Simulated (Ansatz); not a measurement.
N on the 1x1 (0001) surface of hcp Co, ferromagnetic, one in a 3x3 cell, started at the site 'hollow Co-Co-Co over Co at depth 2.0 Å'

Level of theory: PBE (plane waves to 420 eV, PAW; Ansatz, a first-principles code).

Slab: 37 atoms, 6.0 Å thick at the start under the adsorbate (thin: gaps and levels are the slab's own); k 5x5x1, smearing 0.1 eV, dipole-corrected; 18 atoms held, the rest relaxed; symmetry of the start imposed; spin-polarised, no spin-orbit, no U, no dispersion correction. At the end it is bonded to 3 Co. In PBE it is, or lies within 0.03 eV of, the lowest of the starts that converged.

```yaml
adsorption energy against ½ N2(g): -0.36 eV
work_function_of_the_top_face: 5.12 eV
change_of_the_work_function: 0.15 eV
change_of_the_step_from_the_bottom_to_the_top_vacuum_level_against_the_clean_slab: 0.14 eV
energy_released_by_relaxation: 1.21 eV
height of the binding atom over the mean of the host atoms within 0.3 Å of the top one: 0.994 Å
magnetic_moment_of_the_cell: 58.58 μB
nearest_host_atoms_of_the_binding_atom: Co at 1.76 Å, Co at 1.76 Å, Co at 1.76 Å
largest_move_of_a_host_atom: 0.08 Å
cost: very roughly 60 core-minutes
```

A negative adsorption energy means that the adsorbate is more stable on the surface than in its reference.
